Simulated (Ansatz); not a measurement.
**Competing hops of interstitial P in zinc-blende AlP, charge state -1**

Defect: interstitial P in zinc-blende AlP, charge state -1. Calculation: PBE, PAW (plane waves to 420 eV; Ansatz, an electronic-structure program).

Cell of 64 host sites held at the relaxed PBE lattice; a 2×2×2 k-point mesh shifted by half a step; Fermi-Dirac width 0.01 eV, spin-restricted; finite-size errors left in. No zero-point or tunnelling terms. The charge state is imposed; whether it is stable for some Fermi level was not computed. Sites that were not tried may lie lower.

Barriers: single points on a 3×3×3 k-point mesh shifted by half a step at the bands' geometries.

```tsv
Route	Start site over the lowest site run (eV)	Hop (Å)	Forward barrier (eV)	Backward barrier (eV)	Neighbours at the start	Neighbours at the saddle	Saddle order	Forward, on the band's own sampling (eV)
a concerted move, in which P travels most (a rearrangement that moves the defect's centre by under 1 Å)	0.00	1.60	0.64	0.64	Al at 2.25, 2 Al at 2.43; P at 2.20 Å	Al at 2.24, Al at 2.51, 2 Al at 2.78; P at 2.15 Å	not checked, on a symmetry element	0.63
```

Paths come from CI-NEB runs.  A band can be held on a symmetry element, so unchecked saddle points there may be too high.
